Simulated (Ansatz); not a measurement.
For Pd3AlB (model structure, started from the Ni3MgC type, Pm-3m, No. 221, 5 atoms in the cell), PBE (PAW; Ansatz, a program for electronic structure) gives:

| Quantity | Result |
|---|---|
| lattice constant a | 4.149 Å |
| bulk modulus | 161 GPa |
| cohesive energy | 4.50 eV/atom |

Question: What does r²SCAN (plane waves, PAW; Ansatz) give for the same quantities?

Answer: 
- lattice constant a: 4.121 Å (decreases by 0.7 %)
- bulk modulus: 174 GPa (grows by 8.1 %)
- cohesive energy: 4.73 eV/atom (increases by 0.23 eV/atom)

Changes are worked out from the printed values.

Unless a cell is named, each level is at its own relaxed cell (PBE 14.28, r²SCAN 13.99 Å³/atom).

The crystal itself was run without spin with PBE, r²SCAN; a magnetic state was not tried in these runs.

Caveats: the bulk modulus is −V dP/dV from two relaxed cells at ±2 % in volume (PBE, r²SCAN). Ansatz's density-functional and Hartree–Fock values are scalar-relativistic unless marked +SOC, with PAW data made under PBE.

A model structure was made by putting elements into a prototype or built by hand; it is no filed structure, need not be a known phase, and can be a saddle point held by its symmetry.
